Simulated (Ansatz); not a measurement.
**Defect calculation: Cu vacancy + H interstitial in fcc Cu**

Method: PBE, PAW (plane waves to 420 eV; Ansatz, a program for electronic structure). Cell and caveats: 32-site cell; 6×6×6 shifted k-points; start: the Cu site; off centre in the vacancy; no Hubbard U; finite-size errors of tenths of an eV; the relaxation kept the symmetry of the starting site; relaxed from one start, so a lower configuration may exist.

Neighbours after relaxation, in Å: of the emptied site: H 1.76; of the H atom: Cu 1.82, Cu 1.82, Cu 1.82, Cu 1.82, Cu 1.89.

Formation energies E_f are those of the neutral cell. Chemical conditions: host crystal and elements as references (Δμ(Cu) = 0.00 eV, Δμ(H) = 0.00 eV; H taken from its element, since no compound that bounds it was computed at this level; only phases computed here count, gases as isolated molecules at 0 K). Reference phases: Cu: fcc Cu, H: H2 molecule in a box.

```tsv
charge	moment (μB)	point group	largest move off a lattice site (Å)	E_f, host crystal and elements as references (eV)
0	not spin-polarised	C4v	0.03	1.28
```

Point groups are those of the whole cell at tolerances of 0.03 and 0.1 Å ("near" where only the looser one holds); none is given for unsettled states.
